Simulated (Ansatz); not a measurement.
Calculation: PBE (plane waves to 420 eV, PAW; Ansatz, an electronic-structure program).

Plane-averaged electrostatic potential energy along the normal, in eV from the Fermi level, for a constructed model of the (100) surface of rock-salt TiC, a layer of Pt, one atom over each Ti (bottom of the slab: a bare face, its two planes held):

| z (Å) | V (eV) |
|---|---|
| 3.61 | 4.01 |
| 3.89 | 4.01 |
| 4.17 | 4.01 |
| 4.44 | 4.01 |
| 4.72 | 4.00 |
| 5.00 | 3.99 |
| 5.28 | 3.97 |
| 5.56 | 3.93 |
| 5.83 | 3.85 |
| 6.11 | 3.69 |
| 6.39 | 3.36 |
| 6.67 | 2.69 |
| 6.94 | 1.33 |
| 7.22 | -1.81 |
| 7.50 | -7.63 |
| 7.78 | -14.29 |
| 8.06 | -17.14 |
| 8.33 | -13.86 |
| 8.61 | -7.16 |
| 8.89 | -1.91 |
| 9.17 | -0.43 |
| 9.44 | -3.13 |
| 9.72 | -9.29 |
| 10.00 | -15.64 |
| 10.28 | -17.31 |
| 10.56 | -12.89 |
| 10.83 | -6.01 |
| 11.11 | -1.41 |
| 11.39 | -0.81 |
| 11.67 | -4.38 |
| 11.94 | -11.03 |
| 12.22 | -16.65 |
| 12.50 | -16.77 |
| 12.78 | -11.33 |
| 13.06 | -4.68 |
| 13.33 | -0.91 |
| 13.61 | -1.21 |
| 13.89 | -5.49 |
| 14.17 | -12.28 |
| 14.44 | -17.14 |
| 14.72 | -16.11 |
| 15.00 | -10.02 |
| 15.28 | -3.63 |
| 15.56 | -0.61 |
| 15.83 | -1.80 |
| 16.11 | -6.87 |
| 16.39 | -13.71 |
| 16.67 | -17.40 |
| 16.94 | -14.88 |
| 17.22 | -8.23 |
| 17.50 | -2.46 |
| 17.78 | -0.28 |
| 18.06 | -2.11 |
| 18.33 | -7.73 |
| 18.61 | -14.44 |
| 18.89 | -17.19 |
| 19.17 | -13.80 |
| 19.44 | -6.93 |
| 19.72 | -1.02 |
| 20.00 | 1.98 |
| 20.28 | 2.10 |
| 20.56 | -1.47 |
| 20.83 | -8.21 |
| 21.11 | -13.61 |
| 21.39 | -14.87 |
| 21.67 | -11.42 |
| 21.94 | -4.91 |
| 22.22 | 0.99 |
| 22.50 | 3.53 |
| 22.78 | 4.54 |
| 23.06 | 4.98 |
| 23.33 | 5.17 |
| 23.61 | 5.26 |
| 23.89 | 5.30 |
| 24.17 | 5.31 |
| 24.44 | 5.32 |
| 24.72 | 5.33 |
| 25.00 | 5.33 |
| 25.28 | 5.33 |
| 25.56 | 5.33 |

Slab: 13 atoms, 13.9 Å thick at the start with caps and adatoms (thin: gaps and levels are the slab's own); k 12x12x1, smearing 0.1 eV, dipole-corrected; 4 atoms held, the rest relaxed; symmetry of the start imposed; no spin, no spin-orbit, no U. In PBE it lies 1.44 eV a 1x1 cell over the lowest computed structure of the same composition (a layer of Pt, one atom over each C).

Task: The surface cell has an area of 9.39 Å². What dipole along the normal does the step between the two vacuum levels imply?

Result: the top vacuum level lies 1.32 eV above the bottom one; p = −ε₀ A ΔV (ε₀ = 0.005526 e/(V·Å)) gives -0.07 e·Å a cell.
